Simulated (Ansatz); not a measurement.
# BaCd2P2, response to strain

Take BaCd2P2 (space group P-3m1, No. 164; a cell from a computed database, its experimental status unchecked) as the base.

```
BaCd2P2
1.0
    4.36824     0.00000     0.00000
   -2.18412     3.78301     0.00000
    0.00000     0.00000     7.46770
Ba Cd P
1 2 2
Direct
  0.00000   0.00000   0.00000
  0.66667   0.33333   0.36865
  0.33333   0.66667   0.63135
  0.66667   0.33333   0.73477
  0.33333   0.66667   0.26523
```

Cartesian axes are those of the cell as printed.

Strains are applied to the cell and any free atomic positions relax; under stress the whole cell relaxes.

Computed with DFT with PBEsol, PAW potentials and a 420 eV plane-wave cutoff in Ansatz (an electronic-structure program), spin-orbit coupling left out.

```csv
change,width of the top valence band,gap character,volume per atom
base,1.72 eV,"indirect, Γ → A",24.68 Å³
isotropic strain +1.65 %,1.60 eV,"indirect, Γ → A",25.92 Å³
isotropic strain +2.41 %,___,direct at Γ,26.51 Å³
"uniaxial stress, 8 GPa compression along x",–,"indirect, Γ → M₂",23.71 Å³
"uniaxial stress, 8 GPa tension along z",1.92 eV,direct at Γ,26.34 Å³
```

Some entries are withheld; estimate them.


- isotropic strain +2.41 %, width of the top valence band: 1.56 eV

Stability under load was not tested beyond the relaxation. k-point labels follow each cell's own Brillouin zone.
